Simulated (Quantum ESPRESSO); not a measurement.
A working Quantum ESPRESSO input for YSi2 (P6/mmm, 3 atoms in the cell) (DFT, LDA (PZ), plane waves, GBRV 1.5 ultrasoft (LDA) pseudopotentials):

```fortran
&CONTROL
   calculation = 'scf',
   prefix = 'run',
   outdir = './work',
   pseudo_dir = './',
   tprnfor = .true.,
   tstress = .true.,
/
&SYSTEM
   ibrav = 4,
   celldm(1) = 7.7015600624,
   celldm(3) = 0.979055261610,
   nat = 3,
   ntyp = 2,
   ecutwfc = 40,
   ecutrho = 320,
   occupations = 'smearing',
   smearing = 'fermi-dirac',
   degauss = 0.0073499,
/
&ELECTRONS
   conv_thr = 1.0d-10,
   mixing_beta = 0.7,
/
ATOMIC_SPECIES
Y     88.9058  y_lda_v1.4.uspp.F.UPF
Si    28.0850  si_lda_v1.uspp.F.UPF
ATOMIC_POSITIONS {alat}
Y     0.0000000000    0.0000000000    0.0000000000
Si    0.0000000000    0.5773502692    0.4895276308
Si    0.5000000000    0.2886751346    0.4895276308
K_POINTS {automatic}
12 12 11  0 0 0
```

The run converged in 9 iterations: free energy E − TS -1526.7885 eV; Fermi level (on the code's own zero) 10.78 eV; pressure -4.46 GPa. Each of these slips is then made, one at a time:

(1)
```diff
-   ecutwfc = 40,
-   ecutrho = 320,
+   ecutwfc = 20,
+   ecutrho = 160,
```

(2)
```diff
-   celldm(1) = 7.7015600624,
-   celldm(3) = 0.979055261610,
+   celldm(1) = 4.0754893124,
+   celldm(3) = 0.979055507226,
```

### Question
What happens in each case?

### Answer

(1) An energy in the wrong unit. The run converged in 9 iterations without an error; against the sound input the free energy goes up by 45.3 meV/atom and the pressure goes from -4.46 to -5.40 GPa.

(2) Cell lengths in the wrong unit (bohr against Å). The run converged in 9 iterations without an error; against the sound input the free energy rises by 66.4 eV/atom and the pressure goes from -4.46 to 5874 GPa.

The starting cell comes from a database of computed structures (which also holds hypothetical and non-ambient phases and stackings), without a prior relaxation at this level. In the base run, with a pressure of about -4 GPa the cell is away from its equilibrium volume at this level.

Left out of this page: 5 runs of the series outside the window shown, repeating another row's setting, or not comparable.
